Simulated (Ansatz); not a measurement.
# Al, response to strain

Start from Al in the fcc (Cu type) structure (space group Fm-3m, No. 225; a = 3.984 Å; relaxed with 0.1 eV smearing). Axes: x, y, z lie along the cube axes.

Strains are applied to the cell and any free atomic positions relax.

Level of theory: Kohn–Sham DFT with the LDA functional, run in Ansatz (a quantum-chemistry and plane-wave program) with PAW and 420 eV plane waves, no spin-orbit coupling.

Notes on the quantities. energy relative to the base: free energy F; pressure: mean of the normal stresses, compression positive.

```
case                            energy relative to the base  pressure  volume per atom
------------------------------  ---------------------------  --------  ---------------
base                                             0 meV/atom   0.0 GPa         15.81 Å³
uniaxial strain ε_zz = −3.00 %                +5.7 meV/atom   2.8 GPa         15.33 Å³
uniaxial strain ε_zz = −2.00 %                +2.4 meV/atom   1.8 GPa         15.49 Å³
uniaxial strain ε_zz = −1.50 %                +1.3 meV/atom   1.3 GPa         15.57 Å³
uniaxial strain ε_zz = −1.00 %                +0.6 meV/atom   0.9 GPa         15.65 Å³
uniaxial strain ε_zz = +0.50 %                +0.1 meV/atom  -0.4 GPa         15.89 Å³
uniaxial strain ε_zz = +1.00 %                +0.5 meV/atom  -0.8 GPa         15.97 Å³
uniaxial strain ε_zz = +1.50 %                +1.2 meV/atom  -1.2 GPa         16.04 Å³
uniaxial strain ε_zz = +2.00 %                +2.1 meV/atom  -1.6 GPa         16.12 Å³
uniaxial strain ε_zz = +3.00 %                +4.7 meV/atom  -2.3 GPa         16.28 Å³
```

Stability against distortions was not tested.
